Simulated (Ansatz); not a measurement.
The starting structures come from a database of crystals and need not be the phases stable at ambient conditions.

 Where the default PAW files enter, the runs use the earlier of Ansatz's two default sets.

Input:

```
CELL_PARAMETERS angstrom
      4.50548     0.00000     0.00000
      2.25274     4.81336     0.00000
      2.25274     1.05432     3.75672
ATOMIC_POSITIONS crystal
  Al 0.50000 0.50000 0.50000
  Al 0.00000 0.00000 0.00000
  B  0.75000 0.75000 0.75000
  B  0.25000 0.25000 0.25000
  O  0.05791 0.75000 0.75000
  O  0.94209 0.25000 0.25000
  O  0.44209 0.75000 0.05791
  O  0.55791 0.25000 0.94209
  O  0.75000 0.75000 0.44209
  O  0.25000 0.25000 0.55791
```

Space group of this cell: R-3c. The cell is taken as given; by r2SCAN its mean pressure is -7.1 GPa.

Transport runs along the normal of the first two printed cell vectors, the (101) plane of the conventional cell.

The gap is the functional's own, uncorrected, and κ follows it; spin-orbit coupling is left out. Mid-gap values are interpolated between the computed energies.

**Question.** Estimate the band gap and the smallest decay constant κ at mid-gap that r2SCAN run with Ansatz (a quantum-chemistry and plane-wave program) returns for this system.

**Answer.** Gap 6.75 eV on a 8×8×8 mesh; κ = 0.454 1/Å, at the zone centre.
